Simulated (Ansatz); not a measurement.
The reference is MgF2 in the rutile structure (space group P4_2/mnm, No. 136).

```xyz
6
Lattice="4.6389 0.0000 0.0000 0.0000 4.6389 0.0000 0.0000 0.0000 3.0624" Properties=species:S:1:pos:R:3 pbc="T T T"
Mg     2.3194     2.3194     1.5312
Mg     0.0000     0.0000     0.0000
F      3.7268     0.9120     1.5312
F      0.9120     3.7268     1.5312
F      1.4074     1.4074     0.0000
F      3.2314     3.2314     0.0000
```

Calculations: PBEsol, PAW, 420 eV (Ansatz, a first-principles code; no spin-orbit coupling).

For the base:

```
Item                                 Value
-----------------------------  -----------
Shortest interatomic distance      1.990 Å
Gap character                  direct at Γ
```

It is then changed as follows: a hydrostatic pressure of 10 GPa.

### Question
How does this affect the shortest interatomic distance?

### Answer
The shortest interatomic distance shrinks by 0.067 Å to 1.923 Å.

### Question
How does this affect the mean gap deformation potential ΔEg/Δln V?

### Answer
The mean gap deformation potential ΔEg/Δln V is -6.8 eV.

### Question
What happens to the gap character?

### Answer
The gap character is still direct at Γ.

Load acts through the strain it causes; cell and atoms are relaxed under it. Stability against distortions was not tested. No other phases were tried under pressure. The base started in Pnnm and relaxed to P4_2/mnm at this level.
